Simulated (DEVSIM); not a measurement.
System: Co/SiO2/p-GaSb capacitor, at 300 K.

Layer 1 from the left is SiO2, thickness (nm) 3.70. Layer 2 from the left is GaSb, thickness (nm) 740, Na (cm⁻³) 1.3e17.

Metal gate on the left, work function 5 eV. Fixed charge at the semiconductor interface -3.6e10 cm⁻² (in units of +e); interface traps 4.4e12 cm⁻² eV⁻¹, uniform in energy, neutral level at 0.5 of the gap above the valence band.

This is a model device: material constants are rounded textbook-type values typed into the input, and sizes, dopings and lifetimes were drawn at random. Values at 300 K.

SiO2: gap (eV) 9, affinity (eV) 0.9, permittivity 3.9. GaSb: gap (eV) 0.726, affinity (eV) 4.06, permittivity 15.7, Nc (cm⁻³) 2.1e17, Nv (cm⁻³) 1.8e19.

Simulated with DEVSIM: 1D Poisson equation in equilibrium, Boltzmann statistics, complete ionisation; no quantum confinement or tunnelling. Metal contacts follow the ideal Schottky-Mott rule: no Fermi-level pinning, no interface dipoles.

Task: What does the simulation give for the threshold voltage (band bending 2φF), the minimum of the low-frequency capacitance?

Result: threshold voltage (band bending 2φF) 1.39 V; minimum of the low-frequency capacitance 0.455 μF/cm².
